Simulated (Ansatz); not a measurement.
An Ansatz (a program for electronic structure) input (Kohn–Sham DFT with the PBE-D3(BJ) functional, run in Ansatz with PAW and 420 eV plane waves, no SOC):

Ansatz 0.2 input:
```yaml
crystal:
  lattice:
    - [4.0139490008, 0, 0]
    - [2.0069745004, 3.4761818042, 0]
    - [0, 0, 16.8018176348]
  atoms:
    - { symbol: In, position: [0.3333333333, 0.3333333333, 0.6666762652] }
    - { symbol: In, position: [0.6666666667, 0.6666666667, 0.1666762652] }
    - { symbol: In, position: [0.6666666667, 0.6666666667, 0.3333237348] }
    - { symbol: In, position: [0.3333333333, 0.3333333333, 0.8333237348] }
    - { symbol: Se, position: [0.3333333333, 0.3333333333, 0.0899212268] }
    - { symbol: Se, position: [0.6666666667, 0.6666666667, 0.5899212268] }
    - { symbol: Se, position: [0.6666666667, 0.6666666667, 0.9100787732] }
    - { symbol: Se, position: [0.3333333333, 0.3333333333, 0.4100787732] }
basis: { ecutwfc: 420, ecutrho_ratio: 4, xc_grid: 2, fft_grid_basis: typed }
kpoints: { mp_grid: { grid: [9, 9, 2] } }
hamiltonian:
  xc: pbe
  dispersion: d3bj
  pseudopotentials: { kind: paw }
scf: { occupations: { method: fermi_dirac, width: 0.05 } }
relax: { f_tol: 0.005, max_steps: 50, cell: { stress_tol: 0.01, fix: [a, b, gamma] } }
output: { forces: true, stress: true }
checkpoint: { write: state.ck, write_every: 1000 }
```

### Question
Which symmetry and how many k-points will the program report, and about how many plane waves at Γ?

### Answer
Space group P63/mmc (ITA 194) with 24 operations, k-points 24 of 162, and 4629 plane waves at Γ.

### Question
And the final pressure?

### Answer
0.23 GPa (compression positive).

The cells carry an imposed strain or load. Whether these cells are dynamically stable was not tested. The cell was made from InSe in the beta-GaS type structure (space group P6_3/mmc, No. 194; layered, stacked along the Cartesian z axis) by this change: biaxial strain −0.45 %, plane normal [001], relaxed out of plane.
